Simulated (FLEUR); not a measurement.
Band structure of C (P6_3/mmc, 4 atoms in the cell).

```
C
1.0
    2.50330     0.00000     0.00000
   -1.25165     2.16792     0.00000
    0.00000     0.00000     4.16897
C
4
Direct
  0.33333   0.66667   0.06281
  0.66667   0.33333   0.93719
  0.66667   0.33333   0.56281
  0.33333   0.66667   0.43719
```

Method: PBE, all-electron FLAPW (FLEUR), scalar-relativistic valence.

Settings: Kmax = 4.4 1/bohr; GmaxXC = 17.6 1/bohr; xcFunctional = pbe; jspins = 1; l_soc = F; mode = hist; fermiSmearingEnergy = 0.0001 Htr; mesh (inpgen div1-3) = 10 10 6; inpgen gamma flag = true; Gmax = 17.6 1/bohr; numbands = 0; maxIterBroyd = 15; imix = Anderson; alpha = 0.05.

The starting cell comes from a database of computed structures (which also holds hypothetical and non-ambient phases and stackings), without a prior relaxation at this level. Values depend on the basis (sphere radii, cutoffs, local orbitals), which need not be converged.

Levels in eV from the Fermi level, bands 5 to 12:
| point | 5 | 6 | 7 | 8 | 9 | 10 | 11 | 12 |
|---|---|---|---|---|---|---|---|---|
| Γ | -3.10 | -0.49 | 0.00 | 0.00 | 5.02 | 5.02 | 5.36 | 8.16 |
| M | -9.30 | -6.49 | -5.97 | -3.15 | 4.50 | 8.13 | 8.36 | 8.47 |
| K | -9.76 | -7.24 | -7.24 | -7.04 | 3.32 | 11.81 | 11.81 | 12.61 |
| A | -1.84 | -1.84 | -1.84 | -1.84 | 7.33 | 7.33 | 7.33 | 7.33 |
| L | -5.11 | -5.11 | -4.85 | -4.85 | 5.92 | 5.92 | 6.53 | 6.53 |
| H | -9.56 | -9.56 | -4.33 | -4.33 | 7.45 | 7.45 | 9.12 | 9.12 |
